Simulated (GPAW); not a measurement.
Worked example: self-consistent single point of Cl2 (Cmce, 4 atoms in the cell) in GPAW

Method of the run: PBE, GPAW PAW datasets PBE (gpaw-data 1.0.1) (plane waves; GPAW 25.7.0).

Input:

```python
from ase import Atoms
from ase.units import GPa
from gpaw import GPAW, PW, FermiDirac

atoms = Atoms(['Cl', 'Cl', 'Cl', 'Cl'],
              cell=[[3.298806, -2.079279, 0.000000],
                    [3.298806, 2.079279, 0.000000],
                    [0.000000, 0.000000, 8.491465]],
              positions=[[3.298806, -1.603041, 5.135213],
                         [3.298806, 1.603041, 3.356252],
                         [3.298806, -0.476238, 0.889481],
                         [3.298806, 0.476238, 7.601984]],
              pbc=True)

calc = GPAW(mode=PW(550),
            xc='PBE',
            kpts={'size': (5, 5, 2), 'gamma': True},
            occupations=FermiDirac(0.0),
            nbands=-8,
            convergence={'density': 1e-05, 'bands': -6},
            symmetry={'symmorphic': False, 'tolerance': 0.0005},
            maxiter=100,
            txt='-')

atoms.calc = calc

energy = atoms.get_potential_energy()
print('Energy (eV):', round(energy, 6))
forces = atoms.get_forces()
print('Forces (eV/Ang):')
print(forces.round(5))
stress = atoms.get_stress()
print('Stress (GPa, Voigt):', (stress / GPa).round(4))
```

Output, abridged:

```
Input parameters:
  convergence: {bands: -6,
                density: 1e-05}
  kpts: {gamma: True,
         size: (5, 5, 2)}
  maxiter: 100
  mode: {ecut: 550.0,
         name: pw}
  nbands: -8
  occupations: {fixmagmom: False,
                name: fermi-dirac,
                width: 0.0}
  symmetry: {symmorphic: False,
             tolerance: 0.0005}
  xc: PBE

species:
  Cl:
    name: Chlorine
    Z: 17.0
    valence: 7
    core: 10
    charge: 0.0
    file: Cl.PBE.gz

    # Using partial waves for Cl as LCAO basis

Reference energy: -50219.797583  # eV

Spin-paired calculation

Convergence criteria:
 Maximum [total energy] change in last 3 cyles: 0.0005 eV / valence electron
 Maximum integral of absolute [dens]ity change: 1e-05 electrons / valence electron
 Maximum integral of absolute [eigenst]ate change: 4e-08 eV^2 / valence electron
 Maximum number of scf [iter]ations: 100

Symmetries present (total): 8
Symmetries with fractional translations: 4
50 k-points: 5 x 5 x 2 Monkhorst-Pack grid + [0.000000,0.000000,1/4]
18 k-points in the irreducible part of the Brillouin zone
       k-points in crystal coordinates                weights
   0:     0.00000000    0.00000000    0.00000000          1/50
   1:     0.00000000    0.00000000    0.50000000          1/50
   2:     0.20000000   -0.20000000    0.00000000          2/50
   [... 7 lines left out ...]
          ...
  17:     0.40000000    0.40000000    0.50000000          2/50

Wave functions: Plane wave expansion
  Cutoff energy: 550.000 eV
  Number of coefficients (min, max): 3382, 3464
  Pulay-stress correction: 0.000000 eV/Ang^3 (de/decut=0.000000)

Occupation numbers: # Zero width

Eigensolver

Densities:
  Coarse grid: 24*24*48 grid
  Fine grid: 48*48*96 grid
  Total Charge: 0.000000

Density mixing:
  Method: separate
  Backend: pulay
  Linear mixing parameter: 0.05
  old densities: 5
  Damping of long wavelength oscillations: 50

Hamiltonian:
  XC and Coulomb potentials evaluated on a 48*48*96 grid
  External potential:
    NoExternalPotential

XC parameters: PBE with 2 nearest neighbor stencil

Number of atoms: 4
Number of atomic orbitals: 16
Number of bands in calculation: 22
Number of valence electrons: 28
Bands to converge: 16

Density initialized from atomic densities
  16 bands from LCAO basis set
  6 bands from random numbers

Atomic positions and initial magnetic moments

Positions:
   0 Cl     3.298806   -1.603041    5.135213    ( 0.0000,  0.0000,  0.0000)
   1 Cl     3.298806    1.603041    3.356252    ( 0.0000,  0.0000,  0.0000)
   2 Cl     3.298806   -0.476238    0.889481    ( 0.0000,  0.0000,  0.0000)
   3 Cl     3.298806    0.476238    7.601984    ( 0.0000,  0.0000,  0.0000)

Unit cell:
           periodic     x           y           z      points  spacing
  1. axis:    yes    3.298806   -2.079279    0.000000    24     0.1466
  2. axis:    yes    3.298806    2.079279    0.000000    24     0.1466
  3. axis:    yes    0.000000    0.000000    8.491465    48     0.1769

  Lengths:   3.899426   3.899426   8.491465
  Angles:   90.000000  90.000000  64.447496

Effective grid spacing dv^(1/3) = 0.1615

     iter     time        total  log10-change:
                         energy   eigst   dens
iter:   1 --:--:--    -7.597180   +0.23
iter:   2 --:--:--    -7.584422   -1.27  -1.05
iter:   3 --:--:--    -7.143935   -1.66  -1.07
iter:   4 --:--:--    -7.140561   -2.30  -1.67
iter:   5 --:--:--    -7.130923c  -2.47  -2.07
iter:   6 --:--:--    -7.128572c  -3.28  -2.10
iter:   7 --:--:--    -7.131983c  -3.16  -2.40
iter:   8 --:--:--    -7.127447c  -3.01  -2.29
iter:   9 --:--:--    -7.127161c  -4.74  -2.84
iter:  10 --:--:--    -7.127432c  -4.19  -3.11
iter:  11 --:--:--    -7.127097c  -4.28  -2.83
iter:  12 --:--:--    -7.127095c  -6.11  -3.76
iter:  13 --:--:--    -7.127096c  -6.22  -3.89
iter:  14 --:--:--    -7.127095c  -6.29  -3.86
iter:  15 --:--:--    -7.127095c  -6.92  -4.03
iter:  16 --:--:--    -7.127095c  -8.28c -4.21
iter:  17 --:--:--    -7.127095c  -6.98  -4.24
iter:  18 --:--:--    -7.127095c  -8.20c -4.38
iter:  19 --:--:--    -7.127095c  -8.02c -4.64
iter:  20 --:--:--    -7.127095c  -8.15c -4.80
iter:  21 --:--:--    -7.127095c  -8.41c -4.77
iter:  22 --:--:--    -7.127095c  -9.13c -5.21c

Converged after 22 iterations.

Dipole moment: (-0.000000, 0.000000, 0.000000) |e|*Ang

Energy contributions relative to reference atoms: (reference = -50219.797583)

Kinetic:         +6.837726
Potential:       -5.590779
External:        +0.000000
XC:              -8.503185
Entropy (-ST):   +0.000000
Local:           +0.129143
SIC:             +0.000000
--------------------------
Free energy:     -7.127095
Extrapolated:    -7.127095

Showing only first 2 kpts
 Kpt  Band  Eigenvalues  Occupancy
  0    12     -0.26001    2.00000
  0    13     -0.13792    2.00000
  0    14      2.02211    0.00000
  0    15      3.00769    0.00000

  1    12     -0.19755    2.00000
  1    13     -0.19753    2.00000
  1    14      2.48193    0.00000
  1    15      2.48194    0.00000

Fermi level: 0.94209

Gap: 2.160 eV
Transition (v -> c):
  (s=0, k=0, n=13, [0.00, 0.00, 0.00]) -> (s=0, k=0, n=14, [0.00, 0.00, 0.00])
No difference between direct/indirect transitions
Energy (eV): -7.127095

Forces in eV/Ang:
  0 Cl    0.00000    0.05193    0.14909
  1 Cl    0.00000   -0.05193   -0.14909
  2 Cl    0.00000   -0.05193    0.14909
  3 Cl    0.00000    0.05193   -0.14909

Stress tensor:
    -0.004965     0.000000     0.000000
     0.000000    -0.003580     0.000000
     0.000000     0.000000    -0.002920
Stress (GPa, Voigt): [-0.7955 -0.5736 -0.4679  0.      0.      0.    ]
```

The run converged in 22 iterations. GPAW prints stress with tension positive.

The starting cell comes from a database of computed structures (which also holds hypothetical and non-ambient phases and stackings), without a prior relaxation at this level. Its lattice was rescaled by a random factor within 2.5 % of one.
